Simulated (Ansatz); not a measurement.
# Pressure series in C

Base system: C in the graphite type structure (space group P6_3/mmc, No. 194; a = 2.465 Å, c = 6.730 Å; layered, stacked along the Cartesian z axis).

Cell and atoms are relaxed at each pressure.

The values are results of plane-wave PAW DFT at the PBE-D3(BJ) level (Ansatz, a quantum-chemistry and plane-wave program, 420 eV), no SOC, not measurements.

Two rows of this table had their results exchanged by mistake.

```
pressure          volume per atom (Å³)  shortest distance (Å)  band gap
----------------  --------------------  ---------------------  --------
pressure −1 GPa                   9.22                  1.424      zero
pressure 0.3 GPa                  8.52                  1.421      zero
pressure 0.7 GPa                  8.68                  1.422      zero
pressure 1.5 GPa                  8.78                  1.423      zero
pressure 3 GPa                    8.29                  1.420      zero
pressure 5 GPa                    8.06                  1.418      zero
pressure 7.5 GPa                  7.83                  1.416      zero
pressure 10 GPa                   7.65                  1.414      zero
```

Question: Which two?

Answer: The rows for pressure 0.3 GPa and pressure 1.5 GPa: the volume has to fall steadily with pressure, so 8.78 Å³ belongs to pressure 0.3 GPa and 8.52 Å³ to pressure 1.5 GPa.

A case with no gap was solved on a k-mesh chosen for an insulator, which is coarse for it. Load acts through the strain it causes; cell and atoms are relaxed under it. Whether these cells are dynamically stable was not tested. No other phases were tried under pressure.
